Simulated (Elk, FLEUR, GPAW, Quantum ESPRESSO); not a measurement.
# One structure in several programs: PrTl₃ (Pm-3m, 4 atoms in the cell)

Self-consistent single point, at a second geometry (lattice scaled by 0.98). First geometry:

```
PrTl3
1.0
    4.81675     0.00000     0.00000
    0.00000     4.81675     0.00000
    0.00000     0.00000     4.81675
Pr Tl
1 3
Cartesian
  0.00000   0.00000   0.00000
  0.00000   2.40837   2.40837
  2.40837   0.00000   2.40837
  2.40837   2.40837   0.00000
```
Moments meant for the start (each program seeds them in its own way; μB, in the order of the atoms Pr Tl Tl Tl): 2.0 0.0 0.0 0.0.

Shared settings, as Quantum ESPRESSO writes them: occupations = smearing; smearing = fermi-dirac; degauss = 0.0073499 Ry; nspin = 2; K_POINTS = automatic 7 7 7 0 0 0. Potentials and cutoffs stand in the table.

| code | model | ΔF from the first geometry (meV/atom) | size of the net moment (μB/atom) | cutoff |
|---|---|---|---|---|
| Elk | LDA (PW92), all-electron FP-LAPW, Elk's shipped species files, APW+lo basis with extra local orbitals | -35.4 | 0.60 | rgkmax 7.5 |
| FLEUR | LDA (Vosko-Wilk-Nusair), all-electron FLAPW (FLEUR), scalar-relativistic valence | -30.2 | 0.60 | Kmax 3.8 1/bohr |
| GPAW | LDA (Perdew-Wang 92), GPAW PAW datasets LDA (gpaw-data 1.0.1) | -40.5 | 0.00 | 800 eV |
| Quantum ESPRESSO | LDA (PZ), SSSP 1.1.2 efficiency (PBE) pseudopotentials | -31.2 | 0.58 | 50 Ry |

The net moments differ, which can mean other magnetic states; other values may part for that reason too.

On Elk's run: spin-orbit coupling is off. With one magnetic atom in the cell only a parallel order is possible. With U or open f shells several self-consistent states can exist. The f electrons are in the valence without U or exact exchange, which can misplace them near the Fermi level. Spin-orbit terms, which matter for f shells, are left out.

The spread over the programs that give each value: ΔF from the first geometry within 10.3 meV/atom; size of the net moment within 0.60 μB/atom.

Elk and FLEUR treat all electrons, but the usual bases taken here (sphere radii, linearisation, local orbitals, empty states) were not tested for convergence, so the values are no reference for the others. The same LDA comes in different parametrisations, which differ slightly.

The starting cell comes from a database of computed structures (which also holds hypothetical and non-ambient phases and stackings), without a prior relaxation at this level. For this run, on top of that: lattice scaled by 0.98.

Left out of this page: Ansatz (with a known weakness of the program).
